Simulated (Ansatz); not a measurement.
Base system: TiC in the rock salt structure (space group Fm-3m, No. 225; a = 4.328 Å; relaxed with 0.1 eV smearing). Axes: x, y, z lie along the cube axes.

Structures relaxed with r2SCAN (Ansatz, a quantum-chemistry and plane-wave program; PAW; 500 eV plane waves; scalar-relativistic without spin-orbit coupling).

Base:

Simulated powder pattern, Cu Kα1, λ = 1.54056 Å (kinematic, ideal powder, no thermal factors, no anomalous dispersion; the 10 strongest lines at most, above 2 %, up to 2θ = 90°):

```json
[
 {"2θ (°)": "35.91", "I/Imax (%)": "87", "hkl": "(111)"},
 {"2θ (°)": "41.71", "I/Imax (%)": "100", "hkl": "(200)"},
 {"2θ (°)": "60.45", "I/Imax (%)": "57", "hkl": "(220)"},
 {"2θ (°)": "72.36", "I/Imax (%)": "30", "hkl": "(311)"},
 {"2θ (°)": "76.13", "I/Imax (%)": "18", "hkl": "(222)"}
]
```

One thing is altered: compressive biaxial strain of 2.50 % in the plane normal to [001], as in epitaxy on a mismatched substrate; the out-of-plane cell vector and the atoms relax.

Q: Predict the new powder pattern.

A: 
Simulated powder pattern, Cu Kα1, λ = 1.54056 Å (kinematic, ideal powder, no thermal factors, no anomalous dispersion; the 10 strongest lines at most, above 2 %, up to 2θ = 90°):

| 2θ (°) | I/Imax (%) | hkl |
|---|---|---|
| 36.39 | 100 | (111) |
| 41.15 | 42 | (002) |
| 42.83 | 73 | (200) |
| 60.89 | 44 | (202) |
| 62.17 | 21 | (220) |
| 71.88 | 12 | (113) |
| 74.23 | 22 | (311) |
| 77.30 | 20 | (222) |
| 89.31 | 3.5 | (004) |

The indices refer to the base's conventional cell; one index is shown for lines that coincide. The space group is now I4/mmm (No. 139).

No phonon test of stability was made. All final runs are without spin polarisation.
